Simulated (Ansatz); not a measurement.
# Hypothetical zinc blende TlBr, response to strain

Consider TlBr in the zinc blende structure (space group F-43m, No. 216; a hypothetical phase, not in the database extracts checked).

```xyz
2
Lattice="0.0000 3.6554 3.6554 3.6554 0.0000 3.6554 3.6554 3.6554 0.0000" Properties=species:S:1:pos:R:3 pbc="T T T"
Br     5.4830     5.4830     5.4830
Tl     0.0000     0.0000     0.0000
```

Cartesian axes are those of the cell as printed.

Strains are applied to the cell and any free atomic positions relax; under biaxial strain the out-of-plane vector relaxes too.

Computed with Ansatz (an electronic-structure program), PBEsol, PAW, cutoff 420 eV, spin-orbit coupling left out, earlier PAW set.

Candidates:
(a) biaxial strain −4.22 %, plane normal [001], relaxed out of plane
(b) biaxial strain +2.68 %, plane normal [001], relaxed out of plane
(c) uniaxial strain ε_zz = +1.67 %

For the base:

```
Property   Result
--------  -------
Band gap  2.77 eV
```

### Question
Order them by band gap, lowest first.

### Answer
(a) biaxial strain −4.22 %, plane normal [001], relaxed out of plane (2.64 eV), (b) biaxial strain +2.68 %, plane normal [001], relaxed out of plane (2.69 eV), (c) uniaxial strain ε_zz = +1.67 % (2.80 eV)

Spin-orbit coupling, missing from the scalar runs, can matter with Tl. No phonon test of stability was made.
